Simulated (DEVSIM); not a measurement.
# illuminated Si n-on-p cell, one wavelength

Structure: illuminated Si n-on-p cell, one wavelength, at 250 K.

| layer (left to right) | material | thickness (μm) | Nd (cm⁻³) | Na (cm⁻³) | τn (s) | τp (s) | absorption coefficient (cm⁻¹) |
|---|---|---|---|---|---|---|---|
| 1 | Si | 0.0840 | 7.4e18 | - | 3.5e-5 | 3.5e-5 | 890 |
| 2 | Si | 25.0 | - | 1.6e16 | 5.7e-5 | 5.7e-5 | 890 |

Left contact: ohmic, minority hole recombination velocity 4000 cm/s. Right contact: ohmic, minority electron recombination velocity 10 cm/s. Voltage is applied to the left contact. Recombination: SRH at mid-gap, radiative, Auger. Light enters at the left, 1.2e17 photons cm⁻² s⁻¹, one pass, no reflection. Mobility is constant in doping.

The device is made up for the run: typed textbook-type constants, with dimensions and the other settings drawn at random. Values at 300 K; Nc and Nv go as T^1.5, mobilities as T to minus their exponent, the gap by Varshni's rule with the affinity fixed.

| parameter | Si |
|---|---|
| gap (eV) | 1.124 |
| affinity (eV) | 4.05 |
| permittivity | 11.7 |
| Nc (cm⁻³) | 2.86e19 |
| Nv (cm⁻³) | 3.1e19 |
| μn (cm²/Vs) | 1417 |
| μp (cm²/Vs) | 470 |
| T exponent of μn | 2.3 |
| T exponent of μp | 2.2 |
| B (cm³/s) | 4.7e-15 |
| Cn (cm⁶/s) | 2.8e-31 |
| Cp (cm⁶/s) | 9.9e-32 |
| Varshni α (eV/K) | 0.000473 |
| Varshni β (K) | 636 |

Simulated with DEVSIM: 1D drift-diffusion, Boltzmann statistics, complete ionisation; no tunnelling, impact ionisation, image-force lowering or self-heating.

```yaml
potential_step_across_the_device_at_zero_bias: 0.956 V
largest_field_in_the_device_at_zero_bias: 150000 V/cm
Dark forward voltage at 1 A/cm²: 0.882 V
Dark forward voltage at 100 A/cm²: 0.980 V
short_circuit_current: 17.2 mA/cm²
open_circuit_voltage: 0.778 V
fill_factor: 0.87
largest_power: 11.6 mW/cm²
share_of_generated_pairs_collected_at_short_circuit: 0.999
```

Dark reverse current:

```csv
V (V),J (A/cm²)
0.04,1.6e-13
0.10,3.1e-13
0.20,5.3e-13
0.30,7.3e-13
0.40,9.1e-13
0.60,1.3e-12
0.80,1.6e-12
1.00,1.8e-12
1.30,2.2e-12
1.60,2.6e-12
2.00,3.0e-12
```

Small-signal capacitance in reverse bias (quasi-static):

| V (V) | C (nF/cm²) |
|---|---|
| 0.04 | 38.2 |
| 0.1 | 37.0 |
| 0.2 | 35.2 |
| 0.3 | 33.6 |
| 0.4 | 32.3 |
| 0.6 | 30.0 |
| 0.8 | 28.1 |
| 1 | 26.5 |
| 1.3 | 24.6 |
| 1.6 | 23.1 |
| 2 | 21.4 |
